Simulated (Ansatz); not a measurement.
Base system: SnSe₂ in the CdI2 type structure (space group P-3m1, No. 164; layered, stacked along the Cartesian z axis).

```xyz
3
Lattice="3.8402 0.0000 0.0000 -1.9201 3.3257 0.0000 0.0000 0.0000 6.0066" Properties=species:S:1:pos:R:3 pbc="T T T"
Sn     0.0000     0.0000     0.0000
Se     0.0000     2.2171     1.5935
Se     1.9201     1.1086     4.4130
```

All numbers come from Ansatz (a first-principles code) PBE-D3(BJ), without spin-orbit coupling.

Before the change:

Band gap: 0.36 eV
Pressure: 0.00 GPa
Width of the top valence band: 1.99 eV

Modification: the cell is scaled by 1.0100 in all directions, atoms relaxed at fixed cell.

Task: What happens to the band gap, pressure and width of the top valence band?

Result: The band gap grows by 0.05 eV (0.36 eV → 0.41 eV); the pressure (mean of the normal stresses, compression positive) goes from zero to -1.12 GPa; the width of the top valence band decreases by 0.18 eV, from 1.99 eV to 1.81 eV.

The cells carry an imposed strain or load. Whether these cells are dynamically stable was not tested.
